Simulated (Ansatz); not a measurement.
Base system: Rh in the fcc (Cu type) structure (space group Fm-3m, No. 225; a = 3.780 Å).

Structures relaxed with PBEsol/PAW in Ansatz (a quantum-chemistry and plane-wave program), no spin-orbit coupling.

Base:

Simulated powder pattern, Co Kα, λ = 1.79026 Å (kinematic, ideal powder, no thermal factors, no anomalous dispersion; the 14 strongest lines at most, above 2 %, up to 2θ = 90°):

| 2θ (°) | I/Imax (%) | hkl |
|---|---|---|
| 48.43 | 100 | (111) |
| 56.54 | 47 | (200) |
| 84.10 | 31 | (220) |

After one change:

Simulated powder pattern, Co Kα, λ = 1.79026 Å (kinematic, ideal powder, no thermal factors, no anomalous dispersion; the 14 strongest lines at most, above 2 %, up to 2θ = 90°):

```tsv
2θ (°)	I/Imax (%)
48.37	100
56.47	47
83.98	31
```

Q: What was done to the base?
A. pressure −1 GPa
B. pressure 15 GPa
C. pressure 9 GPa
D. pressure 22.5 GPa

A: A, pressure −1 GPa. Its volume per atom is 13.55 Å³ against 13.50 Å³, and its space group is Fm-3m (No. 225).

Load acts through the strain it causes; cell and atoms are relaxed under it. No phonon test of stability was made. Competing high-pressure phases were not computed. All final runs are without spin polarisation.
